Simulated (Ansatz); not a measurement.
Structures of equal composition on the (111) surface of fcc Rh: a layer of Ni in place of the second plane; a layer of Ni in place of the third plane. The slabs share one bottom face, and each structure is named by its start. These are constructed structures in small cells; real faces may alloy, dewet or reconstruct in larger ones, and not all known structures of the face are among them. Slabs of about 11 Å, Fermi-Dirac smearing of 0.1 eV. Bottom of the slabs: a bare face, its two planes held. Relaxed from the named starts with such symmetry as they have, on meshes of like density; energies extrapolated to zero smearing; spin only where a row says so; no spin-orbit coupling, no U. Brackets mark spin-polarised runs, whose order is one that fits the cell.

Method: PBE (plane waves to 420 eV, PAW; Ansatz, an electronic-structure program).

Question: Put the candidates in order of energy per 1x1 cell, lowest first, for PBE.

Answer: a layer of Ni in place of the second plane (0.000 eV [spin, 1.4 μB a cell]), a layer of Ni in place of the third plane (0.094 eV [spin, 0.6 μB a cell])
